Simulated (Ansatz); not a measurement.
AlZnNO (model structure, started from the AlSiCN type, P3m1, No. 156, 4 atoms in the cell), treated with LDA in Ansatz (plane waves, PAW).

Numerical settings: plane-wave cutoff 520 eV, 12×12×6 k mesh (along the axes of the cell as run), Fermi–Dirac smearing 0.01 eV, scalar-relativistic PAW data made under PBE.

Cell (relaxed at this level):

AlZnNO is taken in the trigonal space group P3m1 (No. 156), Pearson symbol hP4. Lattice parameters: a = 3.1079 Å, b = 3.1079 Å, c = 5.0903 Å, α = 90.00°, β = 90.00°, γ = 120.00°. Al on 1b sees 1 O at 1.806 Å and 3 N at 1.869 Å (tetrahedral). Zn on 1c is surrounded by 1 N at 1.937 Å and 3 O at 1.975 Å (tetrahedral). O on 1b is surrounded by 1 Al at 1.806 Å and 3 Zn at 1.975 Å (tetrahedral). N on 1c sees 3 Al at 1.869 Å and 1 Zn at 1.937 Å (tetrahedral). (Neighbours: up to the widest gap in distance over summed covalent radii, below 1.35, at either atom; cation-cation and far metal-metal contacts left out.)

Problem. Predict the band gap and bulk modulus.

Solution. 
* **band gap**: 2.43 eV (on the SCF k mesh)
* **bulk modulus**: 188 GPa

Note: the bulk modulus is −V dP/dV from two relaxed cells at ±2 % in volume; the relaxation could raise the start's symmetry but not lower it, so the cell can be a saddle point.

Computed values are for the static lattice.

It cost very roughly 80 core-seconds of CPU time.

A model structure was made by putting elements into a prototype or built by hand; it is no filed structure, need not be a known phase, and can be a saddle point held by its symmetry.

Ansatz is a quantum-chemistry and plane-wave program.
